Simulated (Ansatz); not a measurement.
Al: response to strain

The reference is Al in the fcc (Cu type) structure (space group Fm-3m, No. 225; a = 4.015 Å; relaxed with 0.1 eV smearing). Axes: x, y, z lie along the cube axes.

Strains are applied to the cell and any free atomic positions relax.

All numbers come from PBEsol (Ansatz, an electronic-structure program), no spin-orbit coupling.

Notes on the quantities. energy relative to the base: free energy F.

```tsv
uniaxial strain ε_zz (%)	energy relative to the base (meV/atom)
-3	5.6
-2.5	3.8
-2	?
-1.5	1.3
-1	0.6
-0.5	0.1
0	0.0
```

Question: Fit ΔE = Aε² + Bε³ (ε in %) to the rows shown and predict the withheld row.

Answer: Least squares on the printed values gives A = 0.541 and B = -0.027 meV/atom (largest residual 0.0 meV/atom); this predicts 2.4 meV/atom, and the run gives 2.4 meV/atom, in agreement.

Stability against distortions was not tested.
